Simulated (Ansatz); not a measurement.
# Rh: biaxial strain +1.00 %, plane normal [001], relaxed out of plane

Consider Rh in the fcc (Cu type) structure (space group Fm-3m, No. 225; a = 3.8015 Å; relaxed with 0.1 eV smearing). Axes: x, y, z lie along the cube axes.

Now apply this change: biaxial strain +1.00 %, plane normal [001], relaxed out of plane (Cartesian); in-plane vectors clamped, the third vector and the atoms free.

Calculations: r2SCAN in Ansatz (plane waves to 500 eV, PAW, no spin-orbit coupling). Γ-centred 30×30×30 mesh, Fermi–Dirac width 0.1 eV.

| quantity | base | changed | shift |
|---|---|---|---|
| volume per atom | 13.73 Å³ | 13.89 Å³ | +0.151 Å³ |
| shortest interatomic distance | 2.688 Å | 2.690 Å | +0.002 Å |
| energy relative to the base (free energy F) | 0 meV/atom | +3.8 meV/atom | +3.8 meV/atom |
| pressure (mean of the normal stresses, compression positive) | 0.0 GPa | -2.9 GPa | -2.9 GPa |
| band gap | zero | zero | – |
| out-of-plane strain | – | -0.89 % | – |
| ratio −ε⊥/ε∥ | – | 0.89 | – |

Final structure (turned so that z lies along the plane normal):

```
CELL_PARAMETERS angstrom
      2.71497     0.00000     0.00000
      0.00000     2.71497     0.00000
      1.35749    -1.35749     1.88383
ATOMIC_POSITIONS crystal
  Rh 0.00000 0.00000 0.00000
```

Stability against distortions was not tested. All final runs are without spin polarisation.

Ansatz is an electronic-structure program.
